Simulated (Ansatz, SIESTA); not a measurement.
LaMg₆Ni (Amm2, 8 atoms in the cell) computed with different codes at matched settings

Self-consistent single point.

```
LaMg6Ni
1.0
    4.93483     0.00000     0.00000
    0.00000     2.93229     6.55055
    0.00000    -2.93229     6.55055
La Mg Ni
1 6 1
Direct
  0.50000   0.69733   0.69733
  0.50000   0.69392   0.19270
  0.50000   0.19270   0.69392
  0.00000   0.83389   0.31989
  0.00000   0.31989   0.83389
  0.00000   0.28431   0.28431
  0.00000   0.85909   0.85909
  0.50000   0.11886   0.11886
```

Shared settings, as Ansatz (an electronic-structure program) writes them: kpoints.mp_grid.grid = 3 3 3; scf.occupations.method = fermi_dirac; scf.occupations.width = 0.1 eV. Potentials and cutoffs stand in the table.

```csv
code,model,pressure (GPa),largest force (eV/Å),cutoff
Ansatz,"PBEsol, PAW files made with PBE",-1.32,0.210,420 eV
SIESTA,"GGA PBEsol, numerical atomic orbitals DZP, PseudoDojo PBEsol standard norm-conserving potentials (rewritten from UPF to PSML)",-0.06,0.316,grid 350 Ry
```

Size of the force on each atom (eV/Å): Sizes of forces hide their directions.

```
code      La1    Mg2    Mg3    Mg4    Mg5    Mg6    Mg7    Ni8
------  -----  -----  -----  -----  -----  -----  -----  -----
Ansatz  0.002  0.065  0.065  0.086  0.086  0.051  0.083  0.210
SIESTA  0.180  0.316  0.316  0.121  0.121  0.168  0.037  0.257
```

On Ansatz's run: spin polarisation is off.

The spread over the programs that give each value: pressure within 1.26 GPa; largest force within 0.106 eV/Å.

SIESTA uses small atom-centred bases, whose incompleteness enters pressures, forces and empty levels differently from a plane-wave cutoff. Ansatz's pressure is given at a fixed set of plane waves, as the other plane-wave codes print theirs.

On the base mesh (4 3 3) the same programs gave: Ansatz pressure -1.36 GPa; SIESTA pressure -0.08 GPa.

The starting cell comes from a database of computed structures (which also holds hypothetical and non-ambient phases and stackings), without a prior relaxation at this level.

Left out of this page: CP2K (unsound by tests on forces, stress, charge or solver warnings).

Keys are those of Ansatz 0.2.
